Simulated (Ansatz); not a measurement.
For CuI (P-3m1, No. 164, 4 atoms in the cell; start mp-570081; a measured phase of this formula has another space group), LDA in Ansatz (PAW) gives:

| Property | Result |
|---|---|
| lattice parameter a | 4.008 Å |
| lattice parameter c | 7.015 Å |
| bulk modulus | 25.5 GPa |
| cohesive energy | 3.34 eV/atom |
| band gap | 1.57 eV |

What does r²SCAN in Ansatz (plane waves, PAW) give for the same quantities?


- lattice constant a: 4.137 Å (goes up by 3.2 %)
- lattice parameter c: 7.466 Å (rises by 6.4 %)
- bulk modulus: 13.5 GPa (shrinks by 47 %)
- cohesive energy: 2.78 eV/atom (shrinks by 0.56 eV/atom)
- band gap: 2.14 eV (grows by 0.57 eV)

Changes are worked out from the printed values.

Unless a cell is named, each level is at its own relaxed cell (LDA 24.39, r²SCAN 27.66 Å³/atom).

Levels without +SOC leave out spin–orbit coupling, which shifts energies and cells of such heavy elements.

Spin–orbit coupling is included only where a level's name says +SOC; with heavier elements it mostly lowers gaps and can invert bands. Density-functional gaps are differences of (generalised) Kohn–Sham levels.

Caveats: the bulk modulus is −V dP/dV from two relaxed cells at ±2 % in volume (LDA, r²SCAN); the relaxation could not lower the start's symmetry, so the cell can be a saddle point above a distorted one (LDA, r²SCAN). Ansatz's density-functional and Hartree–Fock values are scalar-relativistic unless marked +SOC, with PAW data made under PBE.

A start named mp-… is a Materials Project structure, which need not be a measured phase.

Ansatz is a quantum-chemistry and plane-wave program.
